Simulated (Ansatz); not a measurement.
GaSb (model structure, within 0.1 Å of Fm-3m, No. 225, 8 atoms in the cell): properties by level of theory

| level (code) | bulk modulus (GPa) | cohesive energy (eV/atom) |
|---|---|---|
| LDA (Ansatz) | 69.1 | 3.52 |
| PBEsol (Ansatz) | 64.7 | 3.06 |
| r²SCAN (Ansatz) | 63.4 | 2.63 |

Caveats: the bulk modulus is −V dP/dV from two relaxed cells at ±2 % in volume (LDA, PBEsol, r²SCAN). Ansatz's density-functional and Hartree–Fock values are scalar-relativistic unless marked +SOC, with PAW data made under PBE.

Unless a cell is named, each level is at its own relaxed cell (LDA 22.50, PBEsol 23.11, r²SCAN 23.63 Å³/atom).

Free atoms are spin-polarised, in the lowest state found; at levels without +SOC their spin–orbit coupling is left out.

The computed numbers hold no vibrational or temperature effects.

A model structure was made by putting elements into a prototype or built by hand; it is no filed structure, need not be a known phase, and can be a saddle point held by its symmetry.

Ansatz is an electronic-structure program.
